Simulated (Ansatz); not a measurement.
**Nb, response to strain**

Start from Nb in the bcc (W type) structure (space group Im-3m, No. 229; relaxed with 0.1 eV smearing).

```yaml
crystal:
  lattice:
    - [-1.63646, 1.63646, 1.63646]
    - [1.63646, -1.63646, 1.63646]
    - [1.63646, 1.63646, -1.63646]
  atoms:
    - { symbol: Nb, position: [0.00000, 0.00000, 0.00000] }
```

Strains are applied to the cell and any free atomic positions relax.

Method: DFT with PBEsol, PAW potentials and a 420 eV plane-wave cutoff in Ansatz (a quantum-chemistry and plane-wave program), spin-orbit coupling left out.

Candidates:
(a) isotropic strain +3.00 %
(b) isotropic strain −1.00 %
(c) isotropic strain +2.50 %

Notes on the quantities. energy relative to the base: free energy F.

Task: Order them by energy relative to the base, lowest first.

Result: (b) isotropic strain −1.00 % (+9.1 meV/atom), (c) isotropic strain +2.50 % (+52 meV/atom), (a) isotropic strain +3.00 % (+74 meV/atom)

Whether these cells are dynamically stable was not tested. All final runs are without spin polarisation.
